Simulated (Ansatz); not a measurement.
Start from Ge in the diamond structure (space group Fd-3m, No. 227; a = 5.676 Å).

It is then changed as follows: a hydrostatic pressure of 1.5 GPa.

Levels (all Ansatz, a program for electronic structure, PAW): PBEsol (420 eV, without spin-orbit coupling); PBEsol+SOC (420 eV, with spin-orbit coupling).

The geometry is relaxed with PBEsol.

```
Quantity          Result
---------------  -------
PBEsol band gap  0.09 eV
PBEsol pressure  1.5 GPa
```

Task: What does PBEsol+SOC give at this geometry for the band gap and pressure?

Result: The band gap changes from 0.09 eV to zero; the pressure remains 1.5 GPa.

Single points use the geometry relaxed with PBEsol. Differences between runs with and without spin-orbit coupling are approximate. Load acts through the strain it causes; cell and atoms are relaxed under it. No phonon test of stability was made. The zero or small gap of Ge can change with the level of theory.
